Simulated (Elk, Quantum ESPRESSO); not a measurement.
An Elk input for a self-consistent single point of Rb₃Zn (I4/mmm, 4 atoms in the cell) (DFT, LDA (PW92), all-electron FP-LAPW, Elk's shipped species files, default APW+lo basis):

```
tasks
  0

xctype
  3

rgkmax
  7.0

stype
  0

swidth
  0.00999582

avec
   -5.9331542162    5.9331542162   11.9384109327
    5.9331542162   -5.9331542162   11.9384109327
    5.9331542162    5.9331542162  -11.9384109327

sppath
  './'

atoms
  2   : nspecies
  'Rb.in'   : spfname
  3   : natoms; atposl, bfcmt below
  0.7500000000  0.2500000000  0.5000000000    0.0 0.0 0.0
  0.2500000000  0.7500000000  0.5000000000    0.0 0.0 0.0
  0.5000000000  0.5000000000  0.0000000000    0.0 0.0 0.0
  'Zn.in'   : spfname
  1   : natoms; atposl, bfcmt below
  0.0000000000  0.0000000000  0.0000000000    0.0 0.0 0.0

ngridk
  5 5 5
```

Question: Give the Quantum ESPRESSO input for the same structure, mesh, smearing and functional.

Answer: One input that does it (others would too):

```fortran
&control
 calculation = 'scf',
 prefix = 'pwscf',
 outdir = './work',
 pseudo_dir = './',
 tprnfor = .true.,
 tstress = .true.,
/
&system
 ibrav = 0,
 nat = 4,
 ntyp = 2,
 ecutwfc = 50,
 ecutrho = 250,
 occupations = 'smearing',
 smearing = 'gaussian',
 degauss = 0.019992,
/
&electrons
 conv_thr = 1.0d-9,
 mixing_beta = 0.7,
/
ATOMIC_SPECIES
Rb    85.4678  rb_lda_v1.uspp.F.UPF
Zn    65.3800  zn_lda_v1.uspp.F.UPF
CELL_PARAMETERS angstrom
  -3.139690000     3.139690000     6.317535000
   3.139690000    -3.139690000     6.317535000
   3.139690000     3.139690000    -6.317535000
ATOMIC_POSITIONS crystal
Rb    0.750000000    0.250000000    0.500000000
Rb    0.250000000    0.750000000    0.500000000
Rb    0.500000000    0.500000000    0.000000000
Zn    0.000000000    0.000000000    0.000000000
K_POINTS automatic
5 5 5  0 0 0
```

Basis, cutoffs, solver keys and any potentials are the target program's own. This input uses DFT, LDA (PZ), plane waves, GBRV 1.5 ultrasoft (LDA) pseudopotentials. LDA parametrisations can differ slightly between programs.

The starting cell comes from a database of computed structures (which also holds hypothetical and non-ambient phases and stackings), without a prior relaxation at this level.
